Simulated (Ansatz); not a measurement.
**A computed series for ZnSe: response to strain**

The parent structure is ZnSe in the zinc blende structure (space group F-43m, No. 216; a = 5.6333 Å). Axes: x, y, z lie along the cube axes.

Strains are applied to the cell and any free atomic positions relax; under biaxial strain the out-of-plane vector relaxes too.

Calculations: Kohn–Sham DFT with the PBEsol functional, run in Ansatz (an electronic-structure program) with PAW and 420 eV plane waves, no spin-orbit coupling.

Candidates:
(a) biaxial strain +2.50 %, plane normal [001], relaxed out of plane
(b) biaxial strain −0.50 %, plane normal [001], relaxed out of plane
(c) biaxial strain +0.50 %, plane normal [001], relaxed out of plane
(d) biaxial strain −3.00 %, plane normal [001], relaxed out of plane

Task: Order them by out-of-plane strain, highest first.

Result: (d) biaxial strain −3.00 %, plane normal [001], relaxed out of plane (+3.51 %), (b) biaxial strain −0.50 %, plane normal [001], relaxed out of plane (+0.60 %), (c) biaxial strain +0.50 %, plane normal [001], relaxed out of plane (-0.60 %), (a) biaxial strain +2.50 %, plane normal [001], relaxed out of plane (-3.05 %)

Whether these cells are dynamically stable was not tested.
